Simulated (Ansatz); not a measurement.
Amorphous Al₄₈O₃₆N₂₄, 108 atoms at 3.03 g/cm³, one PBE-relaxed geometry, zone centre. Methods: PBE, scalar-relativistic without spin-orbit coupling (Ansatz, a quantum-chemistry and plane-wave program); r2SCAN, scalar-relativistic without spin-orbit coupling (Ansatz). Plane waves to 420 eV (r2SCAN 500 eV). At PBE the levels at the filled edge of the gap are localised (band-tail or defect states), and the nearest spread-out levels lie 2.9 eV apart at the zone centre. All rungs ran without spin polarisation.

A CHGNet melt-quench gave the starting glass, which DFT then relaxed. O and N atoms were pushed apart under 1.9 Å during the dynamics, to hinder bonds among them. The hot cell started wider than the set density and was brought back towards it in steps. It is the lowest in DFT energy of 2 quenches. It is a model cell: composition and starting density were chosen by hand, and all elements were melted together. No dispersion term was used. A short ab initio anneal came between quench and relaxation. Its density started from a set value of 3.16 and ended at 3.03 g/cm³. The quench (nominally 290 K/ps over its main leg) was far faster than any real one, so the model tends to hold more defects than a real film. A cell of this size samples the disorder only roughly. Volume and shape were free in the relaxation.

The relaxation ran on the zone centre alone. At PBE the level gap is 2.25 eV on a 2×2×2 Γ-centred mesh, and the spacing at the zone centre alone 2.25 eV.

**Question.** What zone-centre spacing does r2SCAN give, roughly?

**Answer.** 2.75 eV (+0.50 eV against PBE).

The highest filled and the lowest empty state spread over these numbers of atoms (participation numbers): PBE: 2.5 and 95.1; r2SCAN: 2.4 and 93.7.
